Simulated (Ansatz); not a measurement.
TaAg (model structure, Cmcm, No. 63, 4 atoms in the cell), treated with PBEsol (Ansatz, a first-principles code, plane waves, PAW).

Run with plane-wave cutoff 520 eV, 18×18×14 k mesh (along the axes of the cell as run), Fermi–Dirac smearing 0.05 eV, no spin polarisation, scalar-relativistic PAW data made under PBE.

Cell (relaxed at this level):

```cif
data_Ag4Ta4
_chemical_formula_sum 'Ta4 Ag4'
_space_group_name_H-M_alt 'Cmcm'
_space_group_IT_number 63
_space_group_name_Hall '-C 2c 2'
_cell_length_a 2.67371
_cell_length_b 11.30628
_cell_length_c 4.50833
_cell_angle_alpha 90.000
_cell_angle_beta 90.000
_cell_angle_gamma 90.000
loop_
_space_group_symop_operation_xyz
  'x, y, z'
  '-x, -y, -z'
  '-x, -y, z+1/2'
  'x, y, -z+1/2'
  'x, -y, -z'
  '-x, y, z'
  '-x, y, -z+1/2'
  'x, -y, z+1/2'
  'x+1/2, y+1/2, z'
  '-x+1/2, -y+1/2, -z'
  '-x+1/2, -y+1/2, z+1/2'
  'x+1/2, y+1/2, -z+1/2'
  'x+1/2, -y+1/2, -z'
  '-x+1/2, y+1/2, z'
  '-x+1/2, y+1/2, -z+1/2'
  'x+1/2, -y+1/2, z+1/2'
loop_
_atom_site_label
_atom_site_type_symbol
_atom_site_symmetry_multiplicity
_atom_site_Wyckoff_symbol
_atom_site_fract_x
_atom_site_fract_y
_atom_site_fract_z
_atom_site_occupancy
Ta1 Ta 4 c 0.00000 0.31917 0.25000 1
Ag1 Ag 4 c 0.00000 0.06394 0.25000 1
```
(The calculation used a cell of 4 atoms; values per cell refer to that cell.)

Task: What does this level give for the bulk modulus B0?

Result: 
- bulk modulus B0: 170 GPa

The run finds no gap.

Note: the bulk modulus is −V dP/dV from two relaxed cells at ±2 % in volume; the relaxation could raise the start's symmetry but not lower it, so the cell can be a saddle point.

Spin–orbit coupling is not included.

The result took roughly 25 core-minutes.

A model structure was made by putting elements into a prototype or built by hand; it is no filed structure, need not be a known phase, and can be a saddle point held by its symmetry.
